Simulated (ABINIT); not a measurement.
ABINIT 10.0.3, DFT, PBE, plane waves, JTH v2.0 PBE PAW: hcp Ru (Ru8), 8 atoms. Basis and mesh were picked for this test and aren't claimed converged.

```yaml
cell: 5.41, 5.41, 4.28 Å; 90, 90, 120°
task: scf
ecut: 15 Ha
pawecutdg: 30 Ha
nband: 80
k mesh (ngkpt): 6×6×6
shiftk: 0×0×0
nstep: 100
tolvrs: 1e-09
occopt: 3
tsmear: 0.005 Ha
prtwf: 0
prtden: 0
paral_kgb: 1
ranks over k-points and spins (np_spkpt): 16
ranks over bands (npband): 2
ranks over FFT planes (npfft): 1
wfoptalg: 114
iscf: 17 (default)
npulayit: 7 (default)
diemix: 0.7 (default)
diemac: 1e+06 (default)
dielng: 1.07748 (default)
kptopt: 1 (default)
k-points after symmetry: 28
bands: 80
symmetry_operations: 96
```

Machine: one whole node, AMD EPYC (Zen 5), 96 cores on 1 socket, no SMT, 12 L3 cache groups; 94 cores' worth of CPU time may be used.

Wall times, medians of two to five repeats, each run alone on the node (launch to exit). Processes are pinned to neighbouring cores unless said otherwise. The build: conda-forge: MPICH, OpenBLAS, FFTW3, no OpenMP, no ScaLAPACK; another build can shift the numbers. Scratch files lie in a memory file system.

All on 32 ranks. The candidates, on 32 cores each, agree within 1.0 meV/atom in energy, 0.050 GPa in pressure:
A. bandpp = 4, nline = 4 (default)
B. bandpp = 40, nline = 3
C. bandpp = 2, nline = 4 (default)
D. bandpp = 40, nline = 4 (default)

### Question
Which would you take for the shortest time to solution?

### Answer
A and C, at 5.9 s to 6.4 s, level within 8 % or the scatter of repeats. At the other end D takes 1.4× as long.

```json
[
 {"candidate": "A", "wall time": "5.9 s", "repeats": "3 runs within 1 %", "SCF iterations": "8"},
 {"candidate": "C", "wall time": "6.4 s", "repeats": "2 runs within 1 %", "SCF iterations": "9"},
 {"candidate": "B", "wall time": "7.1 s", "repeats": "2 runs within 1 %", "SCF iterations": "8"},
 {"candidate": "D", "wall time": "8.6 s", "repeats": "2 runs within 1 %", "SCF iterations": "8"}
]
```

From the slowest to the fastest: The largest move is in solving the bands at each k-point (vtowfk): 5.6 s to 3.4 s. What the program resolved moves too: bandpp from 40 to 4.
